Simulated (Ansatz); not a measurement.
Response to strain in CdS

The reference is CdS in the zinc blende structure (space group F-43m, No. 216; a = 5.9267 Å).

Strains are applied to the cell and any free atomic positions relax.

Level of theory: PBE in Ansatz (plane waves to 420 eV, PAW, without spin-orbit coupling).

Notes on the quantities. energy relative to the base: free energy F.

```tsv
isotropic strain (%)	energy relative to the base (meV/atom)
-3	39.2
-2	16.8
-1.5	?
-1	4.0
-0.5	1.0
0	0.0
1.5	8.3
2	14.5
2.5	22.3
```

### Question
Fit ΔE = Aε² + Bε³ (ε in %) to the rows shown and predict the withheld row.

### Answer
Least squares on the printed values gives A = 3.92 and B = -0.14 meV/atom (largest residual 0.1 meV/atom); this predicts 9.3 meV/atom, and the run gives 9.3 meV/atom, in agreement.

Stability against distortions was not tested.

Ansatz is a quantum-chemistry and plane-wave program.
